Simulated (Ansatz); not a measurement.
The parent structure is Si in the diamond structure (space group Fd-3m, No. 227; a = 5.444 Å).

Computed with r2SCAN (Ansatz, a quantum-chemistry and plane-wave program), scalar-relativistic without spin-orbit coupling, earlier PAW set.

Before the change:

| Item | Result |
|---|---|
| Band gap | 0.78 eV |
| Lattice parameter a | 5.444 Å |
| Gap character | indirect, Γ → Γ–X (87 % along) |

It is then changed as follows: every Si is replaced by Ge; the structure is relaxed again.

Tabulated Pauling electronegativity and covalent radius: Si 1.90, 1.11 Å; Ge 2.01, 1.20 Å.

What happens to the band gap, lattice parameter a and gap character?

The band gap decreases by 0.41 eV (0.78 eV → 0.37 eV); the lattice parameter a goes up by 0.229 Å to 5.673 Å; the gap character goes from indirect, Γ → Γ–X (87 % along) to direct at Γ.

Whether these cells are dynamically stable was not tested. The real Ge has an indirect gap at ambient pressure; r2SCAN orders its close-lying valleys differently.
